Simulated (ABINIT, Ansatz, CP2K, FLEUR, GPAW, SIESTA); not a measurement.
## One structure in several programs: Y₂CN₂O₂ (P-3m1, 7 atoms in the cell)

Self-consistent single point.

```yaml
crystal:
  lattice:
    - [3.66940, 0.00000, 0.00000]
    - [-1.83470, 3.17779, 0.00000]
    - [0.00000, 0.00000, 8.10351]
  atoms:
    - { symbol: Y, position: [0.33333, 0.66667, 0.67752] }
    - { symbol: Y, position: [0.66667, 0.33333, 0.32248] }
    - { symbol: C, position: [0.00000, 0.00000, 0.00000] }
    - { symbol: N, position: [0.00000, 0.00000, 0.15015] }
    - { symbol: N, position: [0.00000, 0.00000, 0.84985] }
    - { symbol: O, position: [0.33333, 0.66667, 0.39666] }
    - { symbol: O, position: [0.66667, 0.33333, 0.60334] }
```

Shared settings, as Ansatz (a first-principles code) writes them: kpoints.mp_grid.grid = 7 7 3; scf.occupations.method = fixed. Potentials and cutoffs stand in the table.

```csv
code,model,pressure (GPa),largest force (eV/Å),gap on the mesh (eV),cutoff
Ansatz,"LDA (PW92), PAW files made with PBE",-1.58,0.928,3.750,420 eV
CP2K,"LDA (Pade form), GPW, DZVP-MOLOPT-SR-GTH basis, GTH-PADE potentials (GTH_POTENTIALS)",-1.31,1.283,3.723,grid 500 Ry
FLEUR,"LDA (Perdew-Zunger), all-electron FLAPW (FLEUR), scalar-relativistic valence",–,1.354,3.693,Kmax 4.7 1/bohr
GPAW,"LDA (Perdew-Wang 92), GPAW PAW datasets LDA (gpaw-data 1.0.1)",–,1.060,3.760,900 eV
ABINIT,"LDA (PW92), norm-conserving pseudopotentials (PseudoDojo nc-sr-04 LDA standard)",-0.97,1.164,3.762,1143 eV
SIESTA,"LDA PW92, numerical atomic orbitals DZP, PseudoDojo LDA standard norm-conserving potentials (rewritten from UPF to PSML)",1.18,2.941,3.834,grid 350 Ry
```

Size of the force on each atom (eV/Å): Sizes of forces hide their directions.

```
code       Y1     Y2     C3     N4     N5     O6     O7
------  -----  -----  -----  -----  -----  -----  -----
Ansatz  0.080  0.080  0.000  0.928  0.928  0.042  0.042
CP2K    0.085  0.085  0.000  1.283  1.283  0.065  0.065
FLEUR   0.041  0.041  0.000  1.354  1.354  0.069  0.069
GPAW    0.163  0.163  0.000  1.060  1.060  0.042  0.042
ABINIT  0.110  0.110  0.000  1.164  1.164  0.048  0.048
SIESTA  0.152  0.152  0.000  2.941  2.941  0.162  0.162
```

A dash marks a value that a program does not give, or that is left out as unsure.

Gaps are read on the mesh.

The spread over the programs that give each value: pressure within 2.76 GPa; largest force within 2.013 eV/Å; gap on the mesh within 0.141 eV.

CP2K and SIESTA use small atom-centred bases, whose incompleteness enters pressures, forces and empty levels differently from a plane-wave cutoff. FLEUR treats all electrons, but the usual bases taken here (sphere radii, linearisation, local orbitals, empty states) were not tested for convergence, so the values are no reference for the others. Ansatz's pressure is given at a fixed set of plane waves, as the other plane-wave codes print theirs; with its correction for the finite basis it is -1.17 GPa (the shift of 0.41 GPa shows how far the cutoff is from converged). The pressure of GPAW is left out: its cutoff lies under the one at which its stress was checked. In the pressure, SIESTA (by 2.46) lies more than 1 GPa from the median of the plane-wave programs.

The starting cell comes from a database of computed structures (which also holds hypothetical and non-ambient phases and stackings), without a prior relaxation at this level. Its lattice was rescaled by a random factor within 2.5 % of one.

Keys are those of Ansatz 0.2.
